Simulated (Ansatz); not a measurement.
Zinc-blende BeS, treated with r²SCAN+rVV10 (Ansatz, a first-principles code, plane waves, PAW).

Run with plane-wave cutoff 560 eV, 12×12×12 k mesh, Fermi–Dirac smearing 0.01 eV, scalar-relativistic PAW data made under PBE.

The cell is scaled about its equilibrium volume:

| V (Å³/atom) | P (GPa) | direct gap at Γ (eV) | smallest gap on the k mesh (eV) |
|---|---|---|---|
| 13.471 | 6.90 | 6.168 | 3.374 |
| 13.758 | 4.38 | 6.186 | 3.426 |
| 14.045 | 2.09 | 6.202 | 3.474 |
| 14.331 | 0.01 | 6.215 | 3.520 |
| 14.618 | -1.88 | 6.226 | 3.562 |
| 14.905 | -3.60 | 6.235 | 3.602 |
| 15.191 | -5.17 | 6.069 | 3.639 |

The fundamental gap (3.52 eV at the equilibrium volume, with added k points) lies elsewhere than Γ–Γ.
